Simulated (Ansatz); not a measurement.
Functionals compared on a constructed model of the (110) surface of bcc Ta, a pseudomorphic layer of Al in the host's stacking (bottom of the slab: a bare face, its two planes held), in Ansatz (plane waves, PAW). The structure was relaxed with PBE; the other rows are single points on it. Cutoff 420 eV (500 eV for r2SCAN).

Model: 7-atom slab, 14.3 Å thick at the start, 14x14x1 mesh, Fermi-Dirac 0.1 eV, dipole correction, 2 atoms held, the rest relaxed; symmetry of the start imposed; no spin, no spin-orbit, no U. It is one candidate, not shown to be the stable structure of the face. These notes are the PBE run's.

```csv
functional,work function of the top face (eV),rough cost of the single point
PBE,4.30,–
RPBE,4.22,about 50 core-seconds (a rough figure)
r2SCAN,(withheld),roughly 80 core-seconds
```

**Question.** Some entries are withheld; supply them.

**Answer.** 
- r2SCAN, work function of the top face (eV): 4.31

Ansatz is a quantum-chemistry and plane-wave program.
